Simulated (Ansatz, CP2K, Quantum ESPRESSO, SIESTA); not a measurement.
InSe (P1, 4 atoms in the cell) computed with different codes at matched settings

Self-consistent single point, at a second geometry (atoms moved at random). First geometry:

```yaml
crystal:
  lattice:
    - [2.02334, 1.16818, 8.60852]
    - [-2.02334, 1.16818, 8.60852]
    - [0.00000, -2.33636, 8.60852]
  atoms:
    - { symbol: In, position: [0.11035, 0.11035, 0.11035] }
    - { symbol: In, position: [0.00183, 0.00183, 0.00183] }
    - { symbol: Se, position: [0.61971, 0.61971, 0.61971] }
    - { symbol: Se, position: [0.82581, 0.82581, 0.82581] }
```

Second geometry:
```yaml
crystal:
  lattice:
    - [2.02334, 1.16818, 8.60852]
    - [-2.02334, 1.16818, 8.60852]
    - [0.00000, -2.33636, 8.60852]
  atoms:
    - { symbol: In, position: [0.09807, 0.12796, 0.10864] }
    - { symbol: In, position: [0.02893, 0.97110, 0.00251] }
    - { symbol: Se, position: [0.61214, 0.62709, 0.62185] }
    - { symbol: Se, position: [0.81856, 0.83156, 0.82470] }
```

Shared settings, as Ansatz (a quantum-chemistry and plane-wave program) writes them: kpoints.mp_grid.grid = 6 6 6; scf.occupations.method = fixed. Potentials and cutoffs stand in the table.

```csv
code,model,ΔF from the first geometry (meV/atom),pressure (GPa),largest force (eV/Å),gap on the mesh (eV),cutoff
Quantum ESPRESSO,"LDA (PZ), GBRV 1.5 ultrasoft (LDA) pseudopotentials",19.6,-2.04,1.040,0.082,40 Ry
CP2K,"LDA (Pade form), GPW, DZVP-MOLOPT-SR-GTH basis, GTH-PADE potentials (GTH_POTENTIALS)",22.1,-1.01,1.127,0.079,grid 500 Ry
SIESTA,"LDA PW92, numerical atomic orbitals TZP, PseudoDojo LDA standard norm-conserving potentials (rewritten from UPF to PSML)",28.4,-1.25,1.293,0.077,grid 350 Ry
Ansatz,"LDA (PW92), PAW files made with PBE",19.4,-1.52,1.036,0.099,default
```

Size of the force on each atom (eV/Å): Sizes of forces hide their directions.

| code | In1 | In2 | Se3 | Se4 |
|---|---|---|---|---|
| Quantum ESPRESSO | 0.631 | 1.040 | 0.793 | 0.234 |
| CP2K | 0.702 | 1.127 | 0.872 | 0.311 |
| SIESTA | 0.965 | 1.293 | 0.989 | 0.558 |
| Ansatz | 0.623 | 1.036 | 0.791 | 0.230 |

Gaps are read on the mesh.

The spread over the programs that give each value: ΔF from the first geometry within 9.0 meV/atom; pressure within 1.03 GPa; largest force within 0.257 eV/Å; gap on the mesh within 0.022 eV.

CP2K and SIESTA use small atom-centred bases, whose incompleteness enters pressures, forces and empty levels differently from a plane-wave cutoff. Ansatz's pressure is given at a fixed set of plane waves, as the other plane-wave codes print theirs. The same LDA comes in different parametrisations, which differ slightly. In the force vectors, CP2K (by 0.105) and SIESTA (by 0.357) lie more than 0.08 eV/Å from the median of the plane-wave programs.

The starting cell comes from a database of computed structures (which also holds hypothetical and non-ambient phases and stackings), without a prior relaxation at this level. For this run, on top of that: atoms moved at random.

Keys are those of Ansatz 0.2.
